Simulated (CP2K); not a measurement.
Worked example: self-consistent single point of InSe (P1, 4 atoms in the cell) in CP2K.

Level of theory: CP2K with LDA (Pade form), GPW, DZVP-MOLOPT-SR-GTH basis, GTH-PADE potentials (GTH_POTENTIALS).

The change in words: atoms moved at random. Reference geometry:
```yaml
crystal:
  lattice:
    - [8.91994, 0.00000, 0.00000]
    - [8.00201, 3.94121, 0.00000]
    - [8.00201, 1.86371, 3.47271]
  atoms:
    - { symbol: In, position: [0.11035, 0.11035, 0.11035] }
    - { symbol: In, position: [0.00183, 0.00183, 0.00183] }
    - { symbol: Se, position: [0.61971, 0.61971, 0.61971] }
    - { symbol: Se, position: [0.82581, 0.82581, 0.82581] }
```

Reference input (self-consistent single point, DFT LDA (Pade form), GPW, DZVP-MOLOPT-SR-GTH basis, GTH-PADE potentials (GTH_POTENTIALS)): CUTOFF = 500 Ry; REL_CUTOFF = 40 Ry; KPOINTS/SCHEME = MONKHORST-PACK 6 6 6; GAMMA_CENTERED = T; XC_FUNCTIONAL = PADE; In/BASIS_SET = DZVP-MOLOPT-SR-GTH; In/POTENTIAL = GTH-PADE-q13; Se/BASIS_SET = DZVP-MOLOPT-SR-GTH; Se/POTENTIAL = GTH-PADE-q6; METHOD = GPW; EPS_DEFAULT = 1e-11; NGRIDS = 5. This run's input differs from it in these lines:

```diff
@@ -66,6 +66,6 @@
       SCALED
-      In       0.11035000     0.11035000     0.11035000
-      In       0.00183000     0.00183000     0.00183000
-      Se       0.61971300     0.61971300     0.61971300
-      Se       0.82580700     0.82580700     0.82580700
+      In       0.09806700     0.12795500     0.10863600
+      In       0.02893200    -0.02889700     0.00251100
+      Se       0.61213700     0.62708600     0.62185000
+      Se       0.81856400     0.83155600     0.82470300
     &END COORD
```

Log, with long lists cut:

```
 SCF WAVEFUNCTION OPTIMIZATION

  Step     Update method      Time    Convergence         Total energy    Change
     1 NoMix/Diag. 0.20E+00      -     1.15554282      -131.8994885013 -1.32E+02
     2 Broy./Diag. 0.20E+00      -     0.05388517      -132.1580571185 -2.59E-01
     3 Broy./Diag. 0.20E+00      -     0.09926125      -131.9796495545  1.78E-01
     4 Broy./Diag. 0.20E+00      -     0.01268187      -131.8429624203  1.37E-01
     5 Broy./Diag. 0.20E+00      -     0.00756170      -131.7774185695  6.55E-02
     6 Broy./Diag. 0.20E+00      -     0.00275433      -131.7829014710 -5.48E-03
   [... 4 lines left out ...]
    11 Broy./Diag. 0.20E+00      -     0.00000646      -131.7958280500 -1.45E-05
    12 Broy./Diag. 0.20E+00      -     0.00000873      -131.7958403889 -1.23E-05
    13 Broy./Diag. 0.20E+00      -     0.00000232      -131.7958442745 -3.89E-06
    14 Broy./Diag. 0.20E+00      -     0.00000070      -131.7958414227  2.85E-06
  *** SCF run converged in    14 steps ***

  Overlap energy of the core charge distribution:               0.00000000241734
  Self energy of the core charge distribution:               -219.72710862031931
  Core Hamiltonian energy:                                     64.60664949220363
  Hartree energy:                                              42.03828179252123
  Exchange-correlation energy:                                -18.71366408953241

  Total energy:                                              -131.79584142270954

 ENERGY| Total FORCE_EVAL ( QS ) energy [hartree]           -131.795838033137073

 FORCES| Atomic forces [hartree/bohr]
 FORCES|   Atom     x               y               z               |f|
 FORCES|      1 -1.17003800E-02 -7.00728264E-03 -4.86399477E-04   1.36468856E-02
   [... lines left out ...]

 STRESS| Analytical stress tensor [bar]
 STRESS|                        x                   y                   z
 STRESS|      x       -2.19539413661E+04   8.18201678182E+03  -1.48385608595E+03
 STRESS|      y        8.18201678182E+03  -3.57379645019E+02   8.86649997581E+03
 STRESS|      z       -1.48385608595E+03   8.86649997581E+03  -8.02607897107E+03
 STRESS| 1/3 Trace                                            -1.01124666607E+04
```

The run converged in 14 iterations. Against the reference run the free energy rises by 22.1 meV/atom, the pressure goes from -1.91 to -1.01 GPa, the largest force goes from 0.085 to 1.127 eV/Å and the gap on the mesh goes from 0.193 to 0.079 eV.

The starting cell comes from a database of computed structures (which also holds hypothetical and non-ambient phases and stackings), without a prior relaxation at this level. For this run, on top of that: atoms moved at random. Values carry the incompleteness of an atom-centred basis. Forces in this geometry exceed 1 eV/Å.

Cost on one core of a shared machine: roughly 90 s.
